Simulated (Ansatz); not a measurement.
**Convergence study of the k-point mesh for Li2CrCl4 (Cm, 7 atoms in the cell)**

```xyz
7
Lattice="3.7548 -5.0924 0.0000 3.7548 5.0924 0.0000 -0.3634 0.0000 3.7918" Properties=species:S:1:pos:R:3 pbc="T T T"
Li     1.6957     2.5462     1.8959
Li     1.6957    -2.5462     1.8959
Cr     0.0000     0.0000     0.0500
Cl     1.6469     0.0000     1.7604
Cl     5.4993     0.0000     2.0314
Cl     3.7548     2.6810     0.0000
Cl     3.7548    -2.6810     0.0000
```
Moments meant for the start (each program seeds them in its own way; μB, in the order of the atoms Li Li Cr Cl Cl Cl Cl): 0.0 0.0 3.0 0.0 0.0 0.0 0.0.

Method: PBEsol, default PAW files made with PBE (plane waves; Ansatz, a first-principles code).

Base settings: basis.ecutwfc = 420 eV; kpoints.mp_grid.grid = 3 3 6; hamiltonian.xc = pbesol; hamiltonian.pseudopotentials = {kind: paw} (the program's default PAW files); magnetization.spin_polarized = true; scf.occupations.method = fermi_dirac; scf.occupations.width = 0.05 eV.

Only quantities that move along the ladder and can be compared are tabulated.

The starting cell comes from a database of computed structures (which also holds hypothetical and non-ambient phases and stackings), without a prior relaxation at this level. Its lattice was rescaled by up to half a per cent. One atom was moved a little off its site on purpose. With one magnetic atom in the cell only a parallel order is possible. Ansatz's pressure includes its estimate of the finite-basis (Pulay) stress.

Steps (kpoints.mp_grid.grid): 1 1 2; 2 2 2; 2 2 3; 2 2 4; 3 3 4; 3 3 5; 3 3 6; 4 4 6; 5 5 7; 5 5 8; 6 6 9; 7 7 10; 7 7 11; 8 8 13; 9 9 14; 11 11 17.

What is the coarsest kpoints.mp_grid.grid that holds the free energy within 2 meV/atom of the last step, with all finer ones?

2 2 4; the step before is off by 3.2 meV/atom.

What is the coarsest kpoints.mp_grid.grid that holds the pressure within 0.05 GPa of the last step, with all finer ones?

2 2 4; the step before is off by 0.08 GPa.

What is the coarsest kpoints.mp_grid.grid that holds the forces within 0.005 eV/Å of the last step, with all finer ones?

2 2 4; the step before is off by 0.006 eV/Å.

| kpoints.mp_grid.grid | free energy less the last step's (meV/atom) | pressure (GPa) | largest difference of a force vector from the last step's (eV/Å) |
|---|---|---|---|
| 1 1 2 | 58.27 | -1.74 | 0.095 |
| 2 2 2 | 31.14 | -2.00 | 0.058 |
| 2 2 3 | 3.24 | -2.46 | 0.006 |
| 2 2 4 | 0.72 | -2.53 | 0.001 |
| 3 3 4 | 0.17 | -2.54 | 0.002 |
| 3 3 5 | 0.04 | -2.54 | 0.000 |
| 3 3 6 | 0.01 | -2.55 | 0.000 |
| 4 4 6 | 0.00 | -2.55 | 0.000 |
| 5 5 7 | 0.00 | -2.55 | 0.000 |
| 5 5 8 | 0.00 | -2.55 | 0.000 |
| 6 6 9 | 0.00 | -2.55 | 0.000 |
| 7 7 10 | 0.00 | -2.55 | 0.000 |
| 7 7 11 | 0.00 | -2.55 | 0.000 |
| 8 8 13 | 0.00 | -2.55 | 0.000 |
| 9 9 14 | 0.00 | -2.55 | 0.000 |
| 11 11 17 | 0.00 | -2.55 | 0.000 |

Keys are those of Ansatz 0.2.
